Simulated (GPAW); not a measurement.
Band structure of NbC (P6_3/mmc, 4 atoms in the cell).

```
CELL_PARAMETERS angstrom
      3.68897     0.00000     0.00000
     -1.84449     3.19475     0.00000
      0.00000     0.00000     4.43994
ATOMIC_POSITIONS crystal
  Nb 0.33333 0.66667 0.25000
  Nb 0.66667 0.33333 0.75000
  C  0.33333 0.66667 0.75000
  C  0.66667 0.33333 0.25000
```

Computed with PBEsol, GPAW PAW datasets PBEsol (made by gpaw-setup) (plane waves; GPAW).

Settings: mode = pw; ecut = 900 eV; xc = PBEsol; kpts = 8 8 6; mesh shift (steps) = 0 0 0; occupations.name = fermi-dirac; occupations.width = 0.136 eV; nbands = -10; symmetry.symmorphic = false; symmetry.tolerance = 0.0005; maxiter = 150; bandpath_npoints = 40.

The starting cell comes from a database of computed structures (which also holds hypothetical and non-ambient phases and stackings), without a prior relaxation at this level. Its lattice was rescaled by a random factor within 2.5 % of one. Spin polarisation is off.

Levels in eV from the Fermi level, bands 14 to 21:
| point | 14 | 15 | 16 | 17 | 18 | 19 | 20 | 21 |
|---|---|---|---|---|---|---|---|---|
| Γ | -4.28 | -2.95 | -1.09 | -1.09 | 0.19 | 0.43 | 2.24 | 2.24 |
| M | -3.01 | -2.66 | -2.06 | -1.76 | -0.08 | 1.76 | 1.79 | 2.11 |
| K | -3.17 | -3.17 | -3.14 | -1.34 | -0.75 | 1.04 | 2.40 | 2.40 |
| A | -4.93 | -4.77 | -4.77 | 1.82 | 1.82 | 1.82 | 1.82 | 3.46 |
| L | -4.03 | -3.20 | -3.20 | 0.69 | 0.69 | 1.23 | 1.23 | 3.34 |
| H | -3.73 | -3.54 | -3.54 | -0.68 | -0.68 | 2.45 | 2.45 | 3.16 |

Bands cross the Fermi level along this path, so the cell is metallic at this level.
